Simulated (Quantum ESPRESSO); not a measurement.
**Short convergence ladders for Mo (Im-3m, 1 atom in the cell)**

```
Mo
1.0
    1.56713     1.56713     1.56713
   -1.56713     1.56713     1.56713
   -1.56713    -1.56713     1.56713
Mo
1
Direct
  0.00000   0.00000   0.00000
```

Base method: LDA (PZ), GBRV 1.5 ultrasoft (LDA) pseudopotentials (plane waves; Quantum ESPRESSO).

Base settings: ecutwfc = 40 Ry; ecutrho = 320 Ry; occupations = smearing; smearing = fermi-dirac; degauss = 0.0073499 Ry; potentials = {Mo: mo_lda_v1.uspp.F.UPF}; K_POINTS = automatic 15 15 15 0 0 0; conv_thr = 1e-09 Ry.

The count of work is k-points × plane waves × bands × iterations; it is no time. 

**The width of Gaussian smearing**

In this ladder: smearing = gaussian; K_POINTS = automatic 24 24 24 0 0 0.

Narrow widths need finer meshes than wide ones, so the last steps can hold mesh noise.

Only quantities that move along the ladder and can be compared are tabulated; pressure and forces are left out, as mesh noise rules them at narrow widths.

| degauss | free energy less the last step's (meV/atom) | energy extrapolated to zero width less the last step's (meV/atom) |
|---|---|---|
| 0.073499 Ry | -172.67 | 15.48 |
| 0.036749 Ry | -40.36 | 0.49 |
| 0.02205 Ry | -14.33 | -0.39 |
| 0.0147 Ry | -6.30 | -0.31 |
| 0.0073499 Ry | -1.35 | -0.10 |
| 0.0036749 Ry | 0.00 | 0.00 |

Widest degauss that holds the free energy within 5 meV/atom of the last step, with all finer ones: 0.0073499 Ry; the step before is off by 6.3 meV/atom.

Widest degauss that holds the energy extrapolated to zero width within 1 meV/atom of the last step, with all finer ones: 0.036749 Ry; the step before is off by 15 meV/atom.

The extrapolation to zero width removes most of the smearing's effect on the energy.

**The width of cold smearing**

In this ladder: smearing = marzari-vanderbilt; K_POINTS = automatic 24 24 24 0 0 0.

Narrow widths need finer meshes than wide ones, so the last steps can hold mesh noise.

Only quantities that move along the ladder and can be compared are tabulated; pressure and forces are left out, as mesh noise rules them at narrow widths.

| degauss | free energy less the last step's (meV/atom) |
|---|---|
| 0.036749 Ry | -4.11 |
| 0.02205 Ry | -2.43 |
| 0.0147 Ry | -1.39 |
| 0.0073499 Ry | -0.31 |
| 0.0036749 Ry | 0.00 |

Widest degauss that holds the free energy within 2 meV/atom of the last step, with all finer ones: 0.0147 Ry; the step before is off by 2.4 meV/atom.

**The number of bands**

The mesh stays at the base's, so the ladder's end is converged at best in this setting alone.

Only quantities that move along the ladder and can be compared are tabulated.

| nbnd | free energy less the last step's (meV/atom) | count of work / last |
|---|---|---|
| 8 | 1.43 | 0.27 |
| 9 | 0.00 | 0.27 |
| 10 | 0.00 | 0.30 |
| 11 | 0.00 | 0.33 |
| 13 | 0.00 | 0.33 |
| 17 | 0.00 | 0.44 |
| 23 | 0.00 | 0.59 |
| 39 | 0.00 | 1.0 |

Coarsest nbnd that holds the free energy within 1 meV/atom of the last step, with all finer ones: 9, at 0.27 of the last step's count of work; the step before is off by 1.4 meV/atom.

On the base run: the starting cell has typed, rounded lattice constants, without a prior relaxation at this level. Its lattice was rescaled by up to half a per cent. Spin polarisation is off. In the base run, with a pressure of about -6 GPa the cell is away from its equilibrium volume at this level.

Left out of this page: 4 runs of the series outside the window shown, repeating another row's setting, or not comparable; 1 run of the series unsound by tests on forces, stress, charge or solver warnings; 1 run of the series failed or unconverged.
